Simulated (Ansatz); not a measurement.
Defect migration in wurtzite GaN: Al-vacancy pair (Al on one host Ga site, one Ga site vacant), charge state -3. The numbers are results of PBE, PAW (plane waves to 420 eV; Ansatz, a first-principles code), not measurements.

Cell of 72 host sites held at the relaxed PBE lattice; one k-point at (0.125, 0.250, 0.250); Fermi-Dirac width 0.01 eV, spin-restricted; finite-size errors left in. No zero-point or tunnelling terms. The charge state is imposed; whether it is stable for some Fermi level was not computed. Forms of the defect that were not tried may lie lower.

Barriers: single points on a 2×2×2 k-point mesh shifted by half a step along c at the bands' geometries (they differ from the bands' own by up to 0.06 eV, and are uncertain by about as much).

The step: one Ga atom jumps into the vacancy from a nearby Ga site (Al-vacancy distance between ideal sites 3.21 → 4.55 Å). Atoms about the jump, Cartesian Å from the middle of the jump, before and after:

| atom | x0 | y0 | z0 | x1 | y1 | z1 |
|---|---|---|---|---|---|---|
| Ga1 | -0.78 | 1.35 | 0.01 | 0.78 | -1.35 | -0.01 |
| N2 | 0.79 | 0.59 | -0.67 | 0.90 | 0.39 | -0.67 |
| N3 | -2.44 | 0.46 | -0.62 | -2.54 | 0.39 | -0.67 |
| N4 | -0.97 | -2.42 | -0.76 | -0.82 | -2.34 | -0.68 |
| N5 | 0.79 | -1.41 | 2.19 | 0.79 | -1.41 | 2.00 |
| N6 | -0.82 | 1.38 | 2.01 | -0.81 | 1.37 | 2.21 |
| Ga7 | -2.36 | -1.43 | -0.01 | -2.41 | -1.35 | -0.01 |
| Ga8 | 0.79 | 0.40 | 2.62 | 0.76 | 0.47 | 2.62 |
| N9 | -2.42 | -1.41 | 1.99 | -2.42 | -1.41 | 2.00 |
| Ga10 | 0.79 | 0.41 | -2.53 | 0.78 | 0.45 | -2.54 |
| Ga11 | 2.35 | 1.35 | 0.01 | 2.35 | 1.36 | 0.01 |
| Ga12 | -0.78 | -2.32 | 2.62 | -0.82 | -2.33 | 2.63 |
| Ga13 | -2.42 | 0.44 | 2.63 | -2.39 | 0.47 | 2.62 |
| Ga14 | -2.42 | 0.44 | -2.59 | -2.41 | 0.45 | -2.54 |
| Al15 | -0.82 | -2.33 | -2.57 | -0.82 | -2.33 | -2.59 |
| N16 | 2.50 | -2.39 | -0.67 | 2.38 | -2.34 | -0.60 |

Question: Predict the transition state.

Answer: 
```json
[
 {"atom": "Ga1", "x": "-0.31", "y": "-0.20", "z": "0.23"},
 {"atom": "N2", "x": "0.98", "y": "0.62", "z": "-0.76"},
 {"atom": "N3", "x": "-2.36", "y": "0.32", "z": "-0.58"},
 {"atom": "N4", "x": "-0.91", "y": "-2.20", "z": "-0.65"},
 {"atom": "N5", "x": "0.69", "y": "-1.30", "z": "2.01"},
 {"atom": "N6", "x": "-0.78", "y": "1.24", "z": "2.03"},
 {"atom": "Ga7", "x": "-2.61", "y": "-1.51", "z": "0.00"},
 {"atom": "Ga8", "x": "0.83", "y": "0.48", "z": "2.74"},
 {"atom": "N9", "x": "-2.50", "y": "-1.45", "z": "2.00"},
 {"atom": "Ga10", "x": "0.84", "y": "0.47", "z": "-2.60"},
 {"atom": "Ga11", "x": "2.46", "y": "1.42", "z": "0.01"},
 {"atom": "Ga12", "x": "-0.83", "y": "-2.30", "z": "2.64"},
 {"atom": "Ga13", "x": "-2.41", "y": "0.42", "z": "2.64"},
 {"atom": "Ga14", "x": "-2.37", "y": "0.44", "z": "-2.53"},
 {"atom": "Al15", "x": "-0.81", "y": "-2.28", "z": "-2.55"},
 {"atom": "N16", "x": "2.40", "y": "-2.34", "z": "-0.65"}
]
```
It lies 2.24 eV above the start and 2.20 eV above the end. The saddle point's order was not checked.
